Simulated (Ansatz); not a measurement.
**Hypothetical P4/nmm Cr2C, response to strain**

Base system: Cr$_{2}$C (space group P4/nmm, No. 129; ferromagnetic; a hypothetical phase, not in the database extracts checked).

```
CELL_PARAMETERS angstrom
      3.12397     0.00000     0.00000
      0.00000     3.12397     0.00000
      0.00000     0.00000     5.65724
ATOMIC_POSITIONS crystal
  Cr 0.00000 0.00000 0.00000
  Cr 0.50000 0.50000 0.00000
  Cr 0.50000 0.00000 0.35668
  Cr 0.00000 0.50000 0.64332
  C  0.50000 0.00000 0.71842
  C  0.00000 0.50000 0.28158
```

Cartesian axes are those of the cell as printed.

Strains are applied to the cell and any free atomic positions relax; under biaxial strain the out-of-plane vector relaxes too.

Computed with DFT with PBE, PAW potentials and a 420 eV plane-wave cutoff in Ansatz (a first-principles code), no spin-orbit coupling.

Notes on the quantities. pressure: mean of the normal stresses, compression positive.

```csv
change,pressure,magnetic state,volume per atom,largest site moment
base,0.0 GPa,ferromagnetic,9.20 Å³,0.52 μB
"biaxial strain −1.71 %, plane normal [001], relaxed out of plane",6.1 GPa,non-magnetic,8.98 Å³,0.00 μB
"biaxial strain −1.24 %, plane normal [001], relaxed out of plane",4.0 GPa,non-magnetic,9.04 Å³,0.00 μB
"biaxial strain −0.23 %, plane normal [001], relaxed out of plane",(withheld),ferromagnetic,(withheld),(withheld)
tensor shear ε_xy = +0.31 %,0.0 GPa,ferromagnetic,9.20 Å³,0.52 μB
```

Problem. What belongs in the blanks?

Solution. 
- biaxial strain −0.23 %, plane normal [001], relaxed out of plane, pressure: 0.7 GPa
- biaxial strain −0.23 %, plane normal [001], relaxed out of plane, volume per atom: 9.17 Å³
- biaxial strain −0.23 %, plane normal [001], relaxed out of plane, largest site moment: 0.45 μB

The magnetic state is the one reached from the starting moments; the real material's order can differ, and small cells can't hold many antiferromagnetic ones. Without a gap, meshes like the base's 15×15×8 leave anisotropic stresses uncertain by several tenths of a GPa, and small strain energies with them. Whether these cells are dynamically stable was not tested. Starting moments died away, wholly or in part, for biaxial strain −1.71 %, plane normal [001], relaxed out of plane, the base and biaxial strain −1.24 %, plane normal [001], relaxed out of plane; another magnetic solution may exist.
